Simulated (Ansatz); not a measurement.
# TiO, response to strain

Consider TiO (space group P-62m, No. 189; a = 4.9571 Å, c = 2.8376 Å; a cell from a computed database, its experimental status unchecked). Axes: x lies along a and z along c of the hexagonal cell.

Strains are applied to the cell and any free atomic positions relax; under biaxial strain the out-of-plane vector relaxes too.

Method: PBEsol, PAW, 420 eV (Ansatz, a program for electronic structure; without spin-orbit coupling).

Notes on the quantities. pressure: mean of the normal stresses, compression positive.

```json
[
 {"case": "base", "pressure": "0.0 GPa", "volume per atom": "10.06 Å³"},
 {"case": "biaxial strain −1.92 %, plane normal [001], relaxed out of plane", "pressure": "6.1 GPa", "volume per atom": "9.82 Å³"},
 {"case": "biaxial strain −0.50 %, plane normal [001], relaxed out of plane", "pressure": "1.5 GPa", "volume per atom": "10.00 Å³"},
 {"case": "isotropic strain −2.09 %", "pressure": "17.2 GPa", "volume per atom": "9.45 Å³"},
 {"case": "uniaxial strain ε_xx = +3.25 %", "pressure": "-6.9 GPa", "volume per atom": "10.39 Å³"}
]
```

Without a gap, meshes like the base's 11×11×16 leave anisotropic stresses uncertain by several tenths of a GPa, and small strain energies with them. Whether these cells are dynamically stable was not tested. No Hubbard U is applied, and correlation can decide whether such a compound is a metal. The final runs are not spin-polarised.
